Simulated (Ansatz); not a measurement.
Consider the energy of the reaction as written. Reaction: 1/2 cell B + 1/4 O2 (gas) → cell A. A negative value means that the right-hand side lies lower.

Cell A: a slab of TiC (rock salt, Fm-3m) cut along (100), 11 atoms, square cell of 3.06 Å (9.4 Å²), symmetry Pm, 9.8 Å thick under 16 Å of vacuum, in-plane vectors held at the crystal's; planes from bottom to top: TiC × 5 | O, its two faces unlike (dipole correction applied); added, foreign or displaced atoms, above the top plane: O bound to 1 C at 1.37 Å; spin state with PBE: run without spin, k-point mesh 10×10×1.
```yaml
crystal:
  lattice:
    - [3.06385, 0.00000, 0.00000]
    - [0.00000, 3.06385, 0.00000]
    - [0.00000, 0.00000, 26.02623]
  atoms:
    - { symbol: Ti, position: [0.01587, 0.00000, 0.31142] }
    - { symbol: C, position: [0.51564, 0.50000, 0.30716] }
    - { symbol: C, position: [0.01555, 0.00000, 0.39126] }
    - { symbol: Ti, position: [0.51530, 0.50000, 0.39238] }
    - { symbol: Ti, position: [0.01262, 0.00000, 0.47500] }
    - { symbol: C, position: [0.51698, 0.50000, 0.47445] }
    - { symbol: C, position: [0.01294, 0.00000, 0.55818] }
    - { symbol: Ti, position: [0.51592, 0.50000, 0.55753] }
    - { symbol: Ti, position: [0.99723, 0.00000, 0.63946] }
    - { symbol: C, position: [0.50038, 0.50000, 0.63910] }
    - { symbol: O, position: [0.71491, 0.50000, 0.68534] }
```

Cell B: a slab of TiC (rock salt, Fm-3m) cut along (100), 21 atoms, square cell of 4.33 Å (18.8 Å²), symmetry Cm, 9.9 Å thick under 16 Å of vacuum, in-plane vectors held at the crystal's; planes from bottom to top: Ti2C2 × 5 | O, its two faces unlike (dipole correction applied); added, foreign or displaced atoms, above the top plane: O bound to 1 C at 1.38 Å; spin state with PBE: run without spin, k-point mesh 7×7×1.
```
CELL_PARAMETERS angstrom
      4.33293     0.00000     0.00000
      0.00000     4.33293     0.00000
      0.00000     0.00000    26.02623
ATOMIC_POSITIONS crystal
  C  0.00337 0.49663 0.30625
  Ti 0.00385 0.99625 0.31082
  Ti 0.50375 0.49615 0.31082
  C  0.50299 0.99701 0.30657
  Ti 0.00338 0.49662 0.39183
  C  0.00350 0.99640 0.39070
  Ti 0.50338 0.99662 0.39174
  C  0.50360 0.49650 0.39070
  C  0.00358 0.49642 0.47416
  Ti 0.00295 0.99737 0.47429
  Ti 0.50263 0.49705 0.47429
  C  0.50357 0.99643 0.47400
  Ti 0.00519 0.49481 0.55658
  C  0.00226 0.99666 0.55801
  Ti 0.50237 0.99763 0.55679
  C  0.50334 0.49774 0.55801
  C  0.98621 0.51379 0.64276
  Ti 0.99819 0.00819 0.63834
  Ti 0.49181 0.50181 0.63834
  C  0.51474 0.98526 0.63991
  O  0.12201 0.37799 0.68501
```

Reference: an isolated O2 molecule (triplet) in a box of 11 × 11 × 13 Å.

Plane-wave PAW calculations with Ansatz (a program for electronic structure), its default PAW set, cutoff 420 eV, 500 eV for r2SCAN. The structures are at rest with PBE, within the held lattices; other levels are single points on them. Neutral cells; Fermi-Dirac smearing of at most 0.05 eV in the solids, energies taken to zero width. The lattices are those relaxed with PBE, so at other levels the solids can be strained, which adds to the spread. Larger cells are relaxed from a start prepared with the learned potential CHGNet till forces fall under 0.03 eV/Å, which some starts already meet. A dispersion term (D3(BJ), or D4 for r2SCAN) was computed beside these levels and is taken off wherever the name lacks it. No zero-point or thermal terms. Cells are local rest points, mostly with their start's symmetry. Values are for these cell sizes. Cell A has symmetry Pm and got no random move, so less symmetric positions, which may lie lower, weren't tried. Cell B has symmetry Cm and got no random move, so less symmetric positions, which may lie lower, weren't tried.

Problem. What value does PBE give?

Solution. -1.21 eV, for 1/2 cell B + 1/4 O2 (gas) → cell A.

Problem. What do the other levels give, and how wide is the spread?

Solution. 
```json
[
 {"Functional": "r2SCAN", "value (eV)": "-1.28", "less PBE": "-0.07"}
]
```

The levels span 0.07 eV, from r2SCAN (-1.28) to PBE (-1.21).
